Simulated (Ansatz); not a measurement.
An Ansatz (a program for electronic structure) run: Re; DFT with PBE, PAW potentials and a 420 eV plane-wave cutoff in Ansatz, no spin-orbit coupling.

Input:

Ansatz 0.2 input:
```yaml
crystal:
  lattice:
    - [2.7751106211, 0, 0]
    - [-1.3875553106, 2.4033162962, 0]
    - [0, 0, 4.48299686]
  atoms:
    - { symbol: Re, position: [0.3333333333, 0.6666666667, 0.75] }
    - { symbol: Re, position: [0.6666666667, 0.3333333333, 0.25] }
basis: { ecutwfc: 420, ecutrho_ratio: 4, xc_grid: 2, fft_grid_basis: typed }
kpoints: { mp_grid: { grid: [19, 19, 11] } }
hamiltonian:
  xc: pbe
  dispersion: none
  pseudopotentials: { kind: paw }
scf: { occupations: { method: fermi_dirac, width: 0.05 }, convergence: { dr2_threshold: 0.0000000002 } }
output: { forces: true, stress: true }
```

Output:

```
WARN ansatz: RAYON_NUM_THREADS=2 ignored (pool sized by the plan → 2); use --threads N
Pseudopotentials: kind: paw
Pseudopotential: Re, paw, valence charge 15
Functional definition: PBE
Crystal: 2 atoms, lattice volume = 29.899 Å³
Basis set: ecut = 420 eV, 579 PW (Γ), exchange–correlation on 40×40×60 points (8 copies of the dense FFT grid, shifted against one another)
Bands: 19, of which v1, the nominal top of the filled ones, is band 15 counted from 1 (14 counted from 0)
Symmetry: 24 space group operations
Space group: P63/mmc (ITA 194), of the structure as read, at distance tolerance 3.1e-5 Å
k-points: 240 of 3971
Initial density: superposition of atomic densities (neutral atoms: chi_scale 0, normalization atom), corrected by the library's trained network
Initial wavefunctions: pseudopotential atomic-orbital guess
Eigensolver: davidson
Functional: x = pbe(κ = 0.804, μ = 0.2195149727645171), c = pbe(β = 0.06672455060314922)
SCF iter   1: F=—  HF=-21736.156269 eV  |F-HF|=—  |Δ(HF+E_count)|=         —  Δρ=7.84e-3  dr2=6.70e-3  ethr=1.77e-3  ⟨swp⟩=5.6  Hψ=20404  notcnv=0
all-band conjugate gradients solve this SCF's bands
preconditioner: auto → none
SCF iter   2: F=—  HF=-21736.158754 eV  |F-HF|=—  |Δ(HF+E_count)|=   2.48e-3  Δρ=4.69e-3  dr2=2.52e-3  ethr=2.23e-5  ⟨swp⟩=1.5  Hψ=7028  notcnv=0
SCF iter   3: F=—  HF=-21736.159813 eV  |F-HF|=—  |Δ(HF+E_count)|=   1.06e-3  Δρ=2.50e-4  dr2=7.19e-6  ethr=8.40e-6  ⟨swp⟩=2.4  Hψ=6126  notcnv=0
SCF iter   4: F=—  HF=-21736.159779 eV  |F-HF|=—  |Δ(HF+E_count)|=   3.42e-5  Δρ=6.13e-5  dr2=5.16e-7  ethr=2.40e-8  ⟨swp⟩=2.0  Hψ=7539  notcnv=0
SCF iter   5: F=—  HF=-21736.159779 eV  |F-HF|=—  |Δ(HF+E_count)|=   2.62e-7  Δρ=1.14e-5  dr2=2.38e-8  ethr=1.72e-9  ⟨swp⟩=2.9  Hψ=8558  notcnv=0
SCF iter   6: F=—  HF=-21736.159779 eV  |F-HF|=—  |Δ(HF+E_count)|=   1.90e-9  Δρ=2.91e-6  dr2=7.47e-10  ethr=7.93e-11  ⟨swp⟩=3.0  Hψ=7968  notcnv=0
SCF iter   7: F=-21736.159779 eV  HF=-21736.159779 eV  |F-HF|=1.09e-11  |Δ(HF+E_count)|=  8.00e-11  Δρ=2.93e-7  dr2=9.63e-12  ethr=1.00e-12  ⟨swp⟩=4.0  Hψ=14440  notcnv=0
SCF 1 converged in 7 iterations: F = -21736.159779 eV  dr2 = 9.63e-12
SCF converged after 7 iterations
Free energy (F): -21736.159779 eV
Harris-Foulkes:  -21736.159779 eV  (|F-HF|=1.09e-11)
Internal energy: -21736.146357 eV  (E = F + TS)
E sigma→0 (E₀):  -21736.153068 eV
Entropy (-TS):   -0.013421 eV (-6.711 meV/atom)
Fermi energy:    23.551607 eV
--- Per-component energies (eV) ---
  E_band       = -155.515932
  E_kinetic    = 1081.132162
  E_local      = -1541.368531  (includes V_loc(G=0)·N_el)
  E_nonlocal   = 96.871751
  E_hartree    = 551.224091
  E_xc         = -807.719644
  E_vxc        = -607.853642  (∫ρ·V_xc dr)
  E_paw        = -17317.854288  (= ΣΔE_a)
  E_vpaw       = -286.745773  (= ΣTr[D̂ρ^β])
  E_aug_tail   = -0.000151  (compensation charges beyond the density's cutoff)
  E_ewald      = -3798.431747
  E_smearing   = -0.013421  (= −TS)
  E_closure    = 0.000000  (closes the sum)
  Σ components = -21736.159779   (vs F -21736.159779, Δ=0.00e0)
  [band-id]    e_kinetic+e_local+e_nonlocal+2·e_hartree+e_vxc+e_vpaw+e_augmentation_tail = -155.516002   (vs E_band -155.515932, Δ=-7.03e-5)
--- Forces (eV/Å), atoms counted from 1 ---
  atom   1  Re    -0.00000000     0.00000000     0.00000000
  atom   2  Re     0.00000000    -0.00000000     0.00000000
  max |Σ_I F_I| component: 1.85e-17 eV/Å
--- Stress (GPa, compression-positive) ---
        0.009268       0.000000       0.000000
        0.000000       0.009268       0.000000
        0.000000       0.000000       0.009746
  P = ⅓ Tr σ = 0.0094 GPa (0.094 kbar)
  The stress holds the Pulay correction. Without it, at fixed plane waves, as pw.x and ABINIT print it: P = -0.1570 GPa
  The stress includes an estimate of the error left by incomplete SCF convergence (largest component 0.0004 GPa).
--- Band table ---
  band table: none
```

No phonon test of stability was made. All final runs are without spin polarisation. The cell is Re in the hcp (Mg type) structure (space group P6_3/mmc, No. 194).
